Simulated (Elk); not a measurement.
Input and output of a self-consistent single point for Fe3Ge (Fm-3m, 4 atoms in the cell) (Elk).

Method of the run: PBEsol, all-electron FP-LAPW, Elk's shipped species files, APW+lo basis with extra local orbitals run with Elk.

The change in words: lattice scaled by 0.98. Reference geometry:
```
Fe3Ge
1.0
    0.00000     2.81347     2.81347
    2.81347     0.00000     2.81347
    2.81347     2.81347     0.00000
Fe Ge
3 1
Cartesian
  2.81347   2.81347   2.81347
  1.40674   1.40674   1.40674
  4.22021   4.22021   4.22021
  0.00000   0.00000   0.00000
```
Moments meant for the start (each program seeds them in its own way; μB, in the order of the atoms Fe Fe Fe Ge): 4.0 4.0 4.0 0.0.

Reference input (self-consistent single point, DFT, PBEsol, all-electron FP-LAPW, Elk's shipped species files, APW+lo basis with extra local orbitals): xctype = 22; spinpol = true; rgkmax = 7.5; stype = 3; swidth = 0.00499791 Ha; ngridk = 9 9 9; reducebf = 0.7; tforce = true; gmaxvr = 18 1/bohr; lmaxapw = 10; lmaxo = 8; nxlo = 2. This run's input differs from it in these lines:

```diff
@@ -55,5 +55,5 @@
 avec
-    0.0000000000    2.8134720000    2.8134720000
-    2.8134720000    0.0000000000    2.8134720000
-    2.8134720000    2.8134720000    0.0000000000
+    0.0000000000    2.7572030000    2.7572030000
+    2.7572030000    0.0000000000    2.7572030000
+    2.7572030000    2.7572030000    0.0000000000
```

Output (repeated stretches shortened):

```
│ Self-consistent loop started │
│ Loop number : 1 │
 total energy                :     -5918.00277104
 total moment                :    6.497246861
│ Loop number : 2 │
 total energy                :     -5918.39249199
 total moment                :    6.497930434
RMS change in Kohn-Sham potential (target) :    4.757486316     (  0.1000000000E-05)
Absolute change in total energy (target)   :   0.3897209478     (  0.1000000000E-03)
│ Loop number : 3 │
 total energy                :     -5925.52640185
 total moment                :   0.5862935680
RMS change in Kohn-Sham potential (target) :    2.770163755     (  0.1000000000E-05)
   [... lines left out ...]
│ Loop number : 24 │
 total energy                :     -5912.55261160
 total moment                :   -4.396771782
RMS change in Kohn-Sham potential (target) :   0.2169382225E-05 (  0.1000000000E-05)
Absolute change in total energy (target)   :   0.7566245858E-04 (  0.1000000000E-03)
│ Loop number : 25 │
 total energy                :     -5912.55258970
 total moment                :   -4.396862514
RMS change in Kohn-Sham potential (target) :   0.7008698071E-06 (  0.1000000000E-05)
Absolute change in total energy (target)   :   0.2980374120E-05 (  0.1000000000E-03)
Convergence targets achieved

│ Loop number : 26 │

Energies :
 Fermi                       :     0.459451523340
 xc effective B-field        :    -0.165442668918
 external B-field            :      0.00000000000
 total energy                :     -5912.55260335
 (external B-field energy excluded from total)

Density of states at Fermi energy :    96.12029738
 (states/Hartree/unit cell)

Estimated indirect band gap :   0.4879600926E-03
 from k-point     14 to k-point     34
Estimated direct band gap   :   0.2769971990E-02
 at k-point     33

Charges :
 core                        :    48.00000000
 valence                     :    62.00000000
 interstitial                :    5.546087456
 muffin-tins (core leakage)
  species :    1 (Fe)
   atom    1                 :    24.66773748     (  0.2634159557E-10)
   [... lines left out ...]
 total moment                :   -4.396930730
   [... lines left out ...]
   total force               :     0.00000000    0.00000000    0.00000000
   total magnitude           :     0.00000000
 species :    2 (Ge)
  atom :    1
   Hellmann-Feynman          :     0.00000000    0.00000000    0.00000000
   IBS                       :    -0.00000000    0.00000000   -0.00000000
   total force               :     0.00000000    0.00000000    0.00000000
   total magnitude           :     0.00000000
```

The run converged in 26 iterations. The count includes the last loop, which Elk runs after its targets are met. Against the reference run the free energy rises by 26.3 meV/atom and the size of the net moment goes from 1.22 to 1.10 μB/atom.

The starting cell comes from a database of computed structures (which also holds hypothetical and non-ambient phases and stackings), without a prior relaxation at this level. Its lattice was rescaled by a random factor within 2.5 % of one. For this run, on top of that: lattice scaled by 0.98. The magnetic order is the one reached from the typed start; others were not searched systematically. Values depend on the basis (sphere radii, cutoffs, local orbitals), which need not be converged. The log's line on a gap gives a spacing of levels on this mesh, which the program prints for metals too.

Cost on one core of a shared machine: roughly 10 min.
